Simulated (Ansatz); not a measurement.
The parent structure is ZnS in the wurtzite structure (space group P6_3mc, No. 186; a = 3.8451 Å, c = 6.3057 Å). Axes: x lies along a and z along c of the hexagonal cell.

Level of theory: Ansatz (a quantum-chemistry and plane-wave program) PBE, without spin-orbit coupling.

For the base:

The width of the top valence band is 2.03 eV and the pressure comes out as 0.00 GPa. The electron mass is 0.16 mₑ along c, 0.18 mₑ across (at Γ).

Now apply this change: the cell is compressed by 0.82 % along z with no lateral relaxation, atoms relaxed at fixed cell.

Question: Estimate the effect on the width of the top valence band.

Answer: The width of the top valence band hardly moves (2.03 eV against 2.04 eV).

Question: What does the calculation give for the pressure after the change?

Answer: The pressure (mean of the normal stresses, compression positive) goes from zero to 0.59 GPa.

Question: What does the calculation give for the electron mass after the change?

Answer: The electron mass goes from 0.16 mₑ along c, 0.18 mₑ across (at Γ) to 0.16 mₑ along z, 0.18 mₑ across (at Γ).

Question: Estimate the effect on the energy relative to the base.

Answer: The energy rises by 0.6 meV/atom.

The levels and masses belong to the bands next to the band gap. The cells carry an imposed strain or load. Masses are band curvatures over ±0.01 Å⁻¹ around the edge. Whether these cells are dynamically stable was not tested.
